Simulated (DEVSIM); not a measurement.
System: Schottky contact on n-type GaP, at 250 K.

Layer 1 from the left is GaP, thickness (μm) 1.40, Nd (cm⁻³) 2.7e16, τn (s) 2.9e-6, τp (s) 2.9e-6.

Left contact: Schottky, work function 4.87 eV, emission velocity 3.6e6 cm/s. Right contact: ohmic. Voltage is applied to the left contact. Recombination: SRH at mid-gap, radiative, Auger. Mobility is μmin + (μ − μmin)/(1 + (N/Nref)^α).

Constants are typed, rounded textbook-type inputs, not results; the design itself was drawn at random and stands for no fabricated device. Values at 300 K; Nc and Nv go as T^1.5, mobilities as T to minus their exponent, the gap by Varshni's rule with the affinity fixed.

GaP: gap (eV) 2.26, affinity (eV) 3.8, permittivity 11.1, Nc (cm⁻³) 1.8e19, Nv (cm⁻³) 1.9e19, μn (cm²/Vs) 250, μp (cm²/Vs) 150, μn,min 10, μp,min 10, Nref,n 4.4e18, Nref,p 1e18, αn 0.8, αp 0.85, T exponent of μn 1.6, T exponent of μp 1.98, B (cm³/s) 1e-13, Cn (cm⁶/s) 1e-30, Cp (cm⁶/s) 1e-30, Varshni α (eV/K) 0.00058, Varshni β (K) 372.

Question: Estimate by hand the built-in potential, the peak field at zero bias, the capacitance at -3 V, and compare with a numerical solution.

Answer: 
- Built-in potential: barrier φB = 1.070 eV; Vbi = φB − kT/q ln(N_band/N) = 0.936 V; numerical 0.936 V.
- Peak field at zero bias: depletion approximation: W = √(2εVbi/(qN)) = 0.206 μm with N = 2.70e16 cm⁻³; field = 2Vbi/W = 90800 V/cm; numerical 89500 V/cm (estimate above by 1.4 %).
- Capacitance at -3 V: C = √(qεN / 2(Vbi + |V|)) = 23.2 nF/cm²; numerical 23.3 nF/cm².

DEVSIM, 1D drift-diffusion, Boltzmann statistics, complete ionisation; no tunnelling, impact ionisation, image-force lowering or self-heating. Metal contacts follow the ideal Schottky-Mott rule: no Fermi-level pinning, no interface dipoles.
